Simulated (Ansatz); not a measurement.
The starting structures come from a database of crystals and need not be the phases stable at ambient conditions.

 Where the default PAW files enter, the runs use the earlier of Ansatz's two default sets.

Consider the following.

```
Nb2O5
1.0
    3.85882     0.00000     0.00000
    1.92941     6.50375     0.00000
    0.00000     0.05884     4.01819
Nb O
2 5
Direct
  0.85348   0.29304   0.93194
  0.14652   0.70696   0.06806
  0.85096   0.29808   0.48437
  0.14904   0.70192   0.51563
  0.00000   0.00000   0.00000
  0.68510   0.62980   0.00543
  0.31490   0.37020   0.99457
```

Space group of this cell: C2/m. The cell is taken as given; by r2SCAN its mean pressure is -6.0 GPa.

The current runs along the normal of the first two printed vectors. All runs by Ansatz (an electronic-structure program), plane waves and PAW, without spin-orbit coupling; the base is r2SCAN.

```json
[
 {"run": "base", "mean pressure (GPa)": "-6.0", "gap (eV)": "2.60", "mid-gap κ (1/Å)": "0.277"},
 {"run": "all lengths scaled by 0.98", "mean pressure (GPa)": "7.1", "gap (eV)": "___", "mid-gap κ (1/Å)": "0.276"},
 {"run": "all lengths scaled by 1.02", "mean pressure (GPa)": "-15.9", "gap (eV)": "2.42", "mid-gap κ (1/Å)": "0.276"},
 {"run": "lda in place of r2scan", "mean pressure (GPa)": "-10.8", "gap (eV)": "___", "mid-gap κ (1/Å)": "___"},
 {"run": "lengths across the current scaled by 0.98, ions clamped", "mean pressure (GPa)": "1.8", "gap (eV)": "___", "mid-gap κ (1/Å)": "___"},
 {"run": "lengths across the current scaled by 1.02, ions clamped", "mean pressure (GPa)": "-12.3", "gap (eV)": "2.51", "mid-gap κ (1/Å)": "0.279"},
 {"run": "lengths along the current scaled by 0.97, ions clamped", "mean pressure (GPa)": "1.5", "gap (eV)": "2.75", "mid-gap κ (1/Å)": "0.279"},
 {"run": "lengths along the current scaled by 1.03, ions clamped", "mean pressure (GPa)": "-11.7", "gap (eV)": "2.45", "mid-gap κ (1/Å)": "0.273"},
 {"run": "pbesol in place of r2scan", "mean pressure (GPa)": "-6.8", "gap (eV)": "2.15", "mid-gap κ (1/Å)": "0.265"}
]
```

Q: Fill in the missing entries.

A: 
- all lengths scaled by 0.98, gap (eV): 2.79
- lda in place of r2scan, gap (eV): 2.11
- lda in place of r2scan, mid-gap κ (1/Å): 0.266
- lengths across the current scaled by 0.98, ions clamped, gap (eV): 2.69
- lengths across the current scaled by 0.98, ions clamped, mid-gap κ (1/Å): 0.275
